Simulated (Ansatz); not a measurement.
Functionals compared on a constructed model of the (100) surface of fcc Ag, a pseudomorphic layer of Zr in the host's stacking (bottom of the slab: a bare face, its two planes held), in Ansatz (plane waves, PAW). The structure was relaxed with PBE; the other rows are single points on it. Cutoff 420 eV (500 eV for r2SCAN).

Model: 7-atom slab, 13.0 Å thick at the start, 13x13x1 mesh, Fermi-Dirac 0.1 eV, dipole correction, 2 atoms held, the rest relaxed; symmetry of the start imposed; no spin, no spin-orbit, no U. It is one candidate, not shown to be the stable structure of the face. These notes are the PBE run's.

| functional | work function of the top face (eV) | rough cost of the single point |
|---|---|---|
| PBE | 4.11 | – |
| RPBE | 3.95 | about 40 core-seconds (a rough figure) |
| r2SCAN | [?] | very roughly 80 core-seconds |

Problem. Complete the blanks.

Solution. 
- r2SCAN, work function of the top face (eV): 4.10

Ansatz is a first-principles code.
